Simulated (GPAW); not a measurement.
**Several settings converged on ZrAu (P4mm, 2 atoms in the cell)**

```
ZrAu
1.0
    3.15616     0.00000     0.00000
    0.00000     3.15616     0.00000
    0.00000     0.00000     3.90579
Zr Au
1 1
Direct
  0.00000   0.00000   0.01280
  0.50000   0.50000   0.50000
```

Base method: PBEsol, GPAW PAW datasets PBEsol (made by gpaw-setup) (plane waves; GPAW).

Base settings: mode = pw; ecut = 600 eV; xc = PBEsol; kpts = 5 5 5; mesh shift (steps) = 0 0 0; occupations.name = methfessel-paxton; occupations.width = 0.1 eV; occupations.order = 0; nbands = -6; convergence.density = 1e-05 e/electron.

The count of work is k-points × plane waves × bands × iterations; it is no time. 

**The k-point mesh at a smearing width of 0.05 eV**

In this ladder: occupations.width = 0.05 eV.

The second cell is the first with its lattice scaled by 0.98.

Only quantities that move along the ladder and can be compared are tabulated.

| kpts | free energy less the last step's (meV/atom) | energy of the compressed cell less the first (meV/atom) | pressure (GPa) | largest difference of a force vector from the last step's (eV/Å) | count of work / last |
|---|---|---|---|---|---|
| 4 4 3 | -115.15 | 8.05 | -3.49 | 0.088 | 0.040 |
| 7 7 5 | -1.44 | 19.85 | -1.96 | 0.034 | 0.080 |
| 9 9 8 | -2.29 | 13.74 | -2.70 | 0.019 | 0.24 |
| 14 14 11 | 0.69 | 15.86 | -2.39 | 0.003 | 0.60 |
| 17 17 14 | 0.00 | 15.44 | -2.42 | 0.000 | 1.0 |

Coarsest kpts that holds the energy of the compressed cell less the first within 1 meV/atom of the last step, with all finer ones: 14 14 11; the step before is off by 1.7 meV/atom.

Coarsest kpts that holds the forces within 0.01 eV/Å of the last step, with all finer ones: 14 14 11; the step before is off by 0.019 eV/Å.

Coarsest kpts that holds the pressure within 0.2 GPa of the last step, with all finer ones: 14 14 11; the step before is off by 0.28 GPa.

**The width of Methfessel-Paxton smearing**

In this ladder: kpts = 8 8 8; occupations.order = 1.

Narrow widths need finer meshes than wide ones, so the last steps can hold mesh noise.

Only quantities that move along the ladder and can be compared are tabulated; pressure and forces are left out, as mesh noise rules them at narrow widths.

```csv
occupations.width,free energy less the last step's (meV/atom)
1 eV,-30.74
0.5 eV,-4.81
0.3 eV,-0.40
0.1 eV,0.00
```

Widest occupations.width that holds the free energy within 1 meV/atom of the last step, with all finer ones: 0.3 eV; the step before is off by 4.8 meV/atom.

On the base run: the starting cell comes from a database of computed structures (which also holds hypothetical and non-ambient phases and stackings), without a prior relaxation at this level. Its lattice was rescaled by up to half a per cent. One atom was moved a little off its site on purpose. Without a gap this mesh is coarse (it stands for a supercell whose shortest vector is 16 Å).

Left out of this page: 2 runs of the series outside the window shown, repeating another row's setting, or not comparable.
